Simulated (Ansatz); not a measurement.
Electronic density of states of amorphous Se50S10, density 4.25 g/cm³, on a 2×2×2 Γ-centred mesh with a Gaussian width of 0.1 eV; energies count from the Fermi level, whose place inside the gap is arbitrary. Cell and mesh are small, so fine structure isn't converged. Computed with PBE-D3(BJ), scalar-relativistic without spin-orbit coupling, PAW (Ansatz default set, large-core Se) (plane waves to 420 eV; Ansatz, an electronic-structure program). Sampling: a 2×2×2 Γ-centred mesh; Fermi-Dirac width 0.05 eV; no spin polarisation.

It comes from a melt-quench run on a machine-learned potential (CHGNet), relaxed afterwards by DFT. The hot cell started wider than the set density and was brought back towards it in steps. It is the lowest in DFT energy of 3 quenches. It is a model cell: composition and starting density were chosen by hand, and all elements were melted together. The geometry includes D3(BJ) dispersion. Its density started from a set value of 3.99 and ended at 4.25 g/cm³. The quench (nominally 79 K/ps over its main leg) was far faster than any real one, so the model tends to hold more defects than a real film. One small periodic cell is one sample of the glass; other quenches scatter about these values. Volume and shape were free in the relaxation.

(E - EF (eV), states/(eV atom)): (-12.00, 0.27); (-11.90, 0.36); (-11.80, 0.32); (-11.70, 0.36); (-11.60, 0.35); (-11.50, 0.32); (-11.40, 0.33); (-11.30, 0.38); (-11.20, 0.43); (-11.10, 0.43); (-11.00, 0.43); (-10.90, 0.48); (-10.80, 0.49); (-10.70, 0.44); (-10.60, 0.39); (-10.50, 0.30); (-10.40, 0.22); (-10.30, 0.08); (-10.20, 0.01); (-10.10, 0.00); (-10.00, 0.00); (-9.90, 0.00); (-9.80, 0.00); (-9.70, 0.00); (-9.60, 0.00); (-9.50, 0.00); (-9.40, 0.00); (-9.30, 0.00); (-9.20, 0.00); (-9.10, 0.00); (-9.00, 0.00); (-8.90, 0.00); (-8.80, 0.00); (-8.70, 0.00); (-8.60, 0.00); (-8.50, 0.00); (-8.40, 0.00); (-8.30, 0.00); (-8.20, 0.00); (-8.10, 0.00); (-8.00, 0.00); (-7.90, 0.00); (-7.80, 0.00); (-7.70, 0.00); (-7.60, 0.00); (-7.50, 0.00); (-7.40, 0.00); (-7.30, 0.00); (-7.20, 0.00); (-7.10, 0.00); (-7.00, 0.00); (-6.90, 0.00); (-6.80, 0.00); (-6.70, 0.05); (-6.60, 0.20); (-6.50, 0.28); (-6.40, 0.29); (-6.30, 0.37); (-6.20, 0.49); (-6.10, 0.64); (-6.00, 0.71); (-5.90, 0.72); (-5.80, 0.74); (-5.70, 0.79); (-5.60, 0.75); (-5.50, 0.73); (-5.40, 0.73); (-5.30, 0.72); (-5.20, 0.72); (-5.10, 0.70); (-5.00, 0.66); (-4.90, 0.67); (-4.80, 0.68); (-4.70, 0.64); (-4.60, 0.62); (-4.50, 0.68); (-4.40, 0.72); (-4.30, 0.71); (-4.20, 0.69); (-4.10, 0.69); (-4.00, 0.66); (-3.90, 0.64); (-3.80, 0.58); (-3.70, 0.54); (-3.60, 0.56); (-3.50, 0.52); (-3.40, 0.45); (-3.30, 0.45); (-3.20, 0.47); (-3.10, 0.47); (-3.00, 0.50); (-2.90, 0.54); (-2.80, 0.61); (-2.70, 0.64); (-2.60, 0.60); (-2.50, 0.57); (-2.40, 0.70); (-2.30, 0.86); (-2.20, 0.87); (-2.10, 0.86); (-2.00, 0.84); (-1.90, 0.75); (-1.80, 0.72); (-1.70, 0.77); (-1.60, 0.80); (-1.50, 0.78); (-1.40, 0.73); (-1.30, 0.75); (-1.20, 0.74); (-1.10, 0.67); (-1.00, 0.69); (-0.90, 0.72); (-0.80, 0.65); (-0.70, 0.54); (-0.60, 0.49); (-0.50, 0.43); (-0.40, 0.29); (-0.30, 0.12); (-0.20, 0.02); (-0.10, 0.00); (0.00, 0.00); (0.10, 0.00); (0.20, 0.02); (0.30, 0.10); (0.40, 0.16); (0.50, 0.29); (0.60, 0.41); (0.70, 0.43); (0.80, 0.51); (0.90, 0.61); (1.00, 0.64); (1.10, 0.66); (1.20, 0.72); (1.30, 0.85); (1.40, 0.85); (1.50, 0.84); (1.60, 0.83)

The gap on this mesh is 0.64 eV; the broadening fills part of it in the curve.
